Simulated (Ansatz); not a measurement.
Cubic perovskite CsPbCl₃ (cubic high-temperature phase) was calculated with rVV10 (PAW; Ansatz, an electronic-structure program).

Numerical settings: plane-wave cutoff 520 eV, 6×6×6 k mesh, Fermi–Dirac smearing 0.01 eV, scalar-relativistic PAW data made under PBE.

Properties against volume:

```json
[
 {"V (Å³/atom)": "34.311", "P (GPa)": "1.84", "direct gap at Γ (eV)": "5.513", "smallest gap on the k mesh (eV)": "1.729"},
 {"V (Å³/atom)": "35.041", "P (GPa)": "1.15", "direct gap at Γ (eV)": "5.458", "smallest gap on the k mesh (eV)": "1.823"},
 {"V (Å³/atom)": "35.771", "P (GPa)": "0.54", "direct gap at Γ (eV)": "5.406", "smallest gap on the k mesh (eV)": "1.910"},
 {"V (Å³/atom)": "36.501", "P (GPa)": "0.00", "direct gap at Γ (eV)": "5.355", "smallest gap on the k mesh (eV)": "1.989"},
 {"V (Å³/atom)": "37.231", "P (GPa)": "-0.49", "direct gap at Γ (eV)": "5.307", "smallest gap on the k mesh (eV)": "2.062"},
 {"V (Å³/atom)": "37.961", "P (GPa)": "-0.92", "direct gap at Γ (eV)": "5.261", "smallest gap on the k mesh (eV)": "2.129"},
 {"V (Å³/atom)": "38.691", "P (GPa)": "-1.30", "direct gap at Γ (eV)": "5.216", "smallest gap on the k mesh (eV)": "2.190"}
]
```

The fundamental gap (1.99 eV at the equilibrium volume, with added k points) lies elsewhere than Γ–Γ.

Note: the relaxation could not lower the start's symmetry, so the cell can be a saddle point above a distorted one.

Spin–orbit coupling is not included; with these elements it can move the gap by several tenths of an eV or more.
